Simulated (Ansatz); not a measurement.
A computed series for ZrB2: response to strain

Base system: ZrB2 (space group P6/mmm, No. 191; a = 3.1552 Å, c = 3.5062 Å; relaxed with 0.1 eV smearing). Axes: x lies along a and z along c of the hexagonal cell.

Strains are applied to the cell and any free atomic positions relax.

Calculations: DFT with PBEsol, PAW potentials and a 420 eV plane-wave cutoff in Ansatz (a quantum-chemistry and plane-wave program), scalar-relativistic without spin-orbit coupling.

Candidates:
(a) uniaxial strain ε_zz = +2.00 %
(b) uniaxial strain ε_zz = +3.00 %
(c) uniaxial strain ε_zz = −2.50 %
(d) uniaxial strain ε_zz = −1.50 %
(e) uniaxial strain ε_zz = +2.50 %

Notes on the quantities. energy relative to the base: free energy F.

Task: Order them by energy relative to the base, highest first.

Result: (b) uniaxial strain ε_zz = +3.00 % (+12 meV/atom), (c) uniaxial strain ε_zz = −2.50 % (+9.3 meV/atom), (e) uniaxial strain ε_zz = +2.50 % (+8.5 meV/atom), (a) uniaxial strain ε_zz = +2.00 % (+5.5 meV/atom), (d) uniaxial strain ε_zz = −1.50 % (+3.3 meV/atom)

No phonon test of stability was made. All final runs are without spin polarisation.
